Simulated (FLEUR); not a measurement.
Worked example: self-consistent single point of NiO₂ (P6_3/mmc, 6 atoms in the cell) in FLEUR.

Computed with PBEsol, all-electron FLAPW (FLEUR), scalar-relativistic valence in FLEUR.

The change in words: lattice scaled by 0.98. Reference geometry:
```
CELL_PARAMETERS angstrom
      2.91215     0.00000     0.00000
     -1.45608     2.52200     0.00000
      0.00000     0.00000    10.55527
ATOMIC_POSITIONS crystal
  Ni 0.00000 0.00000 0.00000
  Ni 0.00000 0.00000 0.50000
  O  0.66667 0.33333 0.08908
  O  0.33333 0.66667 0.91092
  O  0.33333 0.66667 0.58908
  O  0.66667 0.33333 0.41092
```
Moments meant for the start (each program seeds them in its own way; μB, in the order of the atoms Ni Ni O O O O): 2.0 2.0 0.0 0.0 0.0 0.0.

Reference input (self-consistent single point, DFT, PBEsol, all-electron FLAPW (FLEUR), scalar-relativistic valence): Kmax = 4.8 1/bohr; GmaxXC = 19.2 1/bohr; xcFunctional = PBEs; jspins = 2; l_soc = F; mode = hist; fermiSmearingEnergy = 0.00367493 Htr; mesh (inpgen div1-3) = 10 10 3; inpgen gamma flag = true; Gmax = 19.2 1/bohr; numbands = 0; maxIterBroyd = 99. This run's input differs from it in these lines:

```diff
@@ -3,6 +3,6 @@
 &input film=f /
-1.0000000000 -0.0000000055 0.0000000000
--0.4999999952 0.8660254066 0.0000000000
-0.0000000000 0.0000000000 3.6245625219
-5.5031660652
+1.0000000000 0.0000000858 0.0000000000
+-0.5000000743 0.8660253609 0.0000000000
+0.0000000000 0.0000000000 3.6245627207
+5.3931026566
 1.0 1.0 1.0
@@ -48,5 +48,5 @@
          <bravaisMatrix>
-            <row-1>    5.5031660652000003    -0.0000000302674134     0.0000000000000000</row-1>
-            <row-2>   -2.7515830061848030     4.7658816292021529     0.0000000000000000</row-2>
-            <row-3>    0.0000000000000000     0.0000000000000000    19.9465694717158151</row-3>
+            <row-1>    5.3931026566000000     0.0000004627282079     0.0000000000000000</row-1>
+            <row-2>   -2.6965517290075276     4.6705636745527643     0.0000000000000000</row-2>
+            <row-3>    0.0000000000000000     0.0000000000000000    19.5476388380204931</row-3>
          </bravaisMatrix>
```

The program printed (abridged):

```
 Iteration:     1   Distance:      41.71109950 me/bohr^3
 Iteration:     2   Distance:      33.51527971 me/bohr^3
 Iteration:     3   Distance:      31.82084316 me/bohr^3
 Iteration:     4   Distance:      23.01370881 me/bohr^3
 Iteration:     5   Distance:      17.83898989 me/bohr^3
   [... 15 lines left out ...]
 Iteration:    21   Distance:       0.00044337 me/bohr^3
 Iteration:    22   Distance:       0.00011235 me/bohr^3
 Iteration:    23   Distance:       0.00005037 me/bohr^3
 Iteration:    24   Distance:       0.00000776 me/bohr^3
 Reset of history
 Run finished successfully
 Stop message:
   Structural relaxation: new displacements generated

[file out, last iteration]
             iter=     25
[...]
          total density-effective poten   -5.2958370784E+03
          total charge density-energy d   -1.5729916936E+02
 Updated energy parameters for spin:           1
 Updated energy parameters for spin:           2
[...]
 fermi energy and band-weighting factors:
    0.793034    0.793034    0.835632

[...]
FERMIE:
          first approx. to ef    (T=0)  :   0.089085 htr   (energy of the highest occ. eigenvalue)
          number of occ. states  (T=0)  :       1568
          first approx. to seigv (T=0)  : -32.506174 htr
          sum of weights of occ. states :  56.000000
          sum of semicore charge        :   0.000000 e
FERHIS:  Fermi-Energy by histogram:
   [... lines left out ...]
          bandgap                     :   0.035982 htr
          charge neutrality (T=0)     :   0.000000    (zero if the highest occ. eigenvalue is "entirely" occupied)
     EF_NEWTON:  Adjust Fermi-Energy by Newton-Method.
 Direct bandgap for spin            1 :    4.7845131803599714E-002  Htr
 Direct bandgap for spin            2 :    4.7845139436854742E-002  Htr
 ---->    free energy=                     -3338.9506960687 htr
   [... lines left out ...]
SPIN-2 FORCE FOR ATOM TYPE=  2  X= -2.697   Y=  1.557   Z=  1.741      FX_SP = 0.000000 FY_SP = 0.000000 FZ_SP =-0.005087
 ***** TOTAL FORCES ON ATOMS *****
 TOTAL FORCE FOR ATOM TYPE=  1  X=  0.000   Y=  0.000   Z=  0.000
                       FX_TOT= 0.000000 FY_TOT= 0.000000 FZ_TOT= 0.000000
 TOTAL FORCE FOR ATOM TYPE=  2  X= -2.697   Y=  1.557   Z=  1.741
                       FX_TOT= 0.000000 FY_TOT= 0.000000 FZ_TOT=-0.010174
```

The run converged in 24 iterations. FLEUR gives forces in its relaxation mode, with a further iteration, so its stop message speaks of a relaxation. Against the reference run the free energy falls by 56.4 meV/atom, the largest force goes from 1.181 to 0.523 eV/Å and the gap on the mesh goes from 0.914 to 0.979 eV.

The starting cell comes from a database of computed structures (which also holds hypothetical and non-ambient phases and stackings), without a prior relaxation at this level. For this run, on top of that: lattice scaled by 0.98. The starting moments vanished: the run ended non-magnetic, which need not be the lowest state. Values depend on the basis (sphere radii, cutoffs, local orbitals), which need not be converged.

Cost on one core of a shared machine: roughly 7 min.
